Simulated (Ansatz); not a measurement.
**SiO2 (model structure, started from the tetragonal ZrO2 type, P4₂/nmc, No. 137, 6 atoms in the cell)**

These are r²SCAN (PAW; Ansatz, a first-principles code) values and carry that method's errors.

Numerical settings: plane-wave cutoff 560 eV, 12×12×4 k mesh (along the axes of the cell as run), Fermi–Dirac smearing 0.01 eV, scalar-relativistic PAW data made under PBE.

Cell (relaxed with PBEsol):

```cif
data_O4Si2
_chemical_formula_sum 'Si2 O4'
_space_group_name_H-M_alt 'P 1'
_space_group_IT_number 1
_cell_length_a 2.82094
_cell_length_b 2.82094
_cell_length_c 8.62811
_cell_angle_alpha 90.000
_cell_angle_beta 90.000
_cell_angle_gamma 90.000
loop_
_space_group_symop_operation_xyz
  'x, y, z'
loop_
_atom_site_label
_atom_site_type_symbol
_atom_site_fract_x
_atom_site_fract_y
_atom_site_fract_z
_atom_site_occupancy
Si1 Si 0.00000 0.00000 0.00000 1
Si2 Si 0.50000 0.50000 0.50000 1
O1 O 0.00000 0.50000 0.09899 1
O2 O 0.00000 0.50000 0.59899 1
O3 O 0.50000 0.00000 0.40101 1
O4 O 0.50000 0.00000 0.90101 1
```

| Item | Result |
|---|---|
| band gap | 5.89 eV (indirect) |
| smallest direct gap on the k points sampled | 6.21 eV |

Note: the relaxation could raise the start's symmetry but not lower it, so the cell can be a saddle point; cell and atoms aren't relaxed at this level (largest force component 0.31 eV/Å, pressure -2.7 GPa).

The computed numbers hold no vibrational or temperature effects.

A model structure was made by putting elements into a prototype or built by hand; it is no filed structure, need not be a known phase, and can be a saddle point held by its symmetry.
